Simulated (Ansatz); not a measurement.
Mg2Ge: biaxial strain −1.67 %, plane normal [111], relaxed out of plane

The reference is Mg₂Ge in the anti-fluorite structure (space group Fm-3m, No. 225; a = 6.286 Å). Axes: x, y, z lie along the cube axes.

One thing is altered: compressive biaxial strain of 1.67 % in the plane normal to [111], as in epitaxy on a mismatched substrate; the out-of-plane cell vector and the atoms relax.

The values are results of LDA, PAW, 420 eV (Ansatz, a program for electronic structure; without spin-orbit coupling), not measurements. Γ-centred 13×13×13 mesh, Fermi–Dirac width 0.05 eV.

The space group goes from Fm-3m (No. 225) to R-3m (No. 166) and the shortest interatomic distance decreases by 0.035 Å to 2.687 Å. The energy rises by 5.0 meV/atom and the pressure (mean of the normal stresses, compression positive) goes from zero to 1.6 GPa. The band gap goes from 0.10 eV to zero and the out-of-plane strain is +0.74 % (rough). The mean in-plane stress (compression positive) is +2.4 GPa (rough).

Without a gap, meshes like the base's 13×13×13 leave anisotropic stresses uncertain by several tenths of a GPa, and small strain energies with them. Stability against distortions was not tested. All final runs are without spin polarisation. A zero or small gap of Mg2Ge can be the functional's error rather than a property of the material.
